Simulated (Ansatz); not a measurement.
NaBeH₃ (Pm-3m, No. 221, 5 atoms in the cell; start mp-23729) was calculated with LDA (Ansatz, an electronic-structure program, PAW).

Run with plane-wave cutoff 520 eV, 10×10×10 k mesh, Fermi–Dirac smearing 0.01 eV, scalar-relativistic PAW data made under PBE.

Cell (relaxed with PBEsol):

Space group Pm-3m (No. 221); a = 3.3256 Å, b = 3.3256 Å, c = 3.3256 Å, α = 90.00°, β = 90.00°, γ = 90.00°

| atom | site | symmetry | x | y | z |
|---|---|---|---|---|---|
| Na | 1b | m-3m | 0.5000 | 0.5000 | 0.5000 |
| Be | 1a | m-3m | 0.0000 | 0.0000 | 0.0000 |
| H | 3d | 4/mm.m | 0.0000 | 0.0000 | 0.5000 |

**Question.** Give the computed band gap and smallest direct gap on the k points sampled.

**Answer.** 
- band gap: 0.72 eV (indirect)
- smallest direct gap on the k points sampled: 3.62 eV

Note: cell and atoms aren't relaxed at this level (pressure -2.5 GPa).

A start named mp-… is a Materials Project structure, which need not be a measured phase.
